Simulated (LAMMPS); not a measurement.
Pressure dependence of Au (fcc) at 1740 K, from the melt.

Level of theory: classical MD, pair style eam, the elements' _u3.eam files (universal-3 set of Foiles, Baskes and Daw), run in LAMMPS.

```
P (GPa)   state                  volume       coordination number  self-diffusion coefficient of Au (not corrected for cell size)        viscosity
-------  ------  ----------------------  ------------------------  --------------------------------------------------------------  ---------------
0        liquid  19.362 ± 0.002 Å³/atom  12.8 (counted to 3.94 Å)                                     (5.47 ± 0.08) × 10^-5 cm²/s                -
2        liquid  18.811 ± 0.002 Å³/atom  13.1 (counted to 3.94 Å)                                     (4.85 ± 0.03) × 10^-5 cm²/s  3.1 ± 0.6 mPa s
5        liquid  18.198 ± 0.001 Å³/atom  12.9 (counted to 3.86 Å)                                     (4.11 ± 0.08) × 10^-5 cm²/s  4.4 ± 0.9 mPa s
```

Caution (rows 2; 5): a run this short can hold a crystal over, or a liquid under, the potential's own melting point, which these runs don't give.

Estimate the isothermal bulk modulus at zero pressure. A parabola P(ln V) through the three points gives −dP/d ln V = 59 GPa at zero pressure.

States go by the mean squared displacement: a species diffuses where it passes 1.5 Å², still rises and gives D over 1e-6 cm²/s; a crystal has left its structure where atoms lie 0.35 Å off their sites on average or a cubic box changes its shape by 3 %, or the axial ratios of another lie 8 % off the starting cell's, which the potential's own relaxation can also do.

Errors of D are the spread over four groups of atoms in one short run; a floor of about 5 %, a picked value, is safer.

Uncertainties are statistical and leave out the potential's own error.
